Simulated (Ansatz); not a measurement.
Start from CaF2 in the fluorite structure (space group Fm-3m, No. 225; a = 5.439 Å). Axes: x, y, z lie along the cube axes.

Level of theory: r2SCAN (Ansatz, a first-principles code, PAW, without spin-orbit coupling).

Before the change:

- Band gap: 8.03 eV

The change: biaxial strain −0.29 %, plane normal [001], relaxed out of plane (Cartesian); in-plane vectors clamped, the third vector and the atoms free.

Task: What happens to the in-plane stress, out-of-plane strain and band gap?

Result: The mean in-plane stress (compression positive) comes out as +0.6 GPa; the out-of-plane strain amounts to +0.17 %; the band gap increases by 0.02 eV, from 8.03 eV to 8.05 eV.

No phonon test of stability was made.
